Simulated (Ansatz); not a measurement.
Functionals compared on H2O on the 1x1 (101) surface of anatase TiO2 (cut with top plane O), one in a 2x1 cell, started at the site 'top O #2', in Ansatz (plane waves, PAW). The structure was relaxed with PBE; the other rows are single points on it, each with its references at the same level. Cutoff 420 eV (500 eV for r2SCAN). HSE06 used the coarser mesh 2x3x1.

Host crystal: anatase TiO2, with a band gap (PBE, scalar-relativistic without spin-orbit coupling).

Model: 39-atom slab, 9.4 Å thick at the start under the adsorbate (thin: gaps and levels are the slab's own), 3x4x1 mesh, Fermi-Dirac 0.01 eV, dipole correction, 14 atoms held, the rest relaxed; no symmetry held; no spin, no spin-orbit, no U, no dispersion correction. At the end it is bonded to Ti. In PBE it is, or lies within 0.03 eV of, the lowest of the starts that converged. These notes are the PBE run's. Adsorption energies are against H2O(g). A negative adsorption energy means that the adsorbate is more stable on the surface than in its reference.

A dash marks a value that is undefined for that row or was read on another mesh.

| functional | adsorption energy (eV) | gap of the slab on its k-mesh (eV) | highest filled level below the top vacuum level (eV) | rough cost of the single point |
|---|---|---|---|---|
| PBE | -0.61 | 2.50 | 6.85 | – |
| RPBE | -0.38 | 2.54 | 6.72 | around 2.9 core-minutes (rough) |
| r2SCAN | -0.82 | 2.86 | 7.18 | around 5 core-minutes (rough) |
| HSE06 | -0.65 | – | – | around 90 core-minutes (rough) |

Ansatz is a first-principles code.
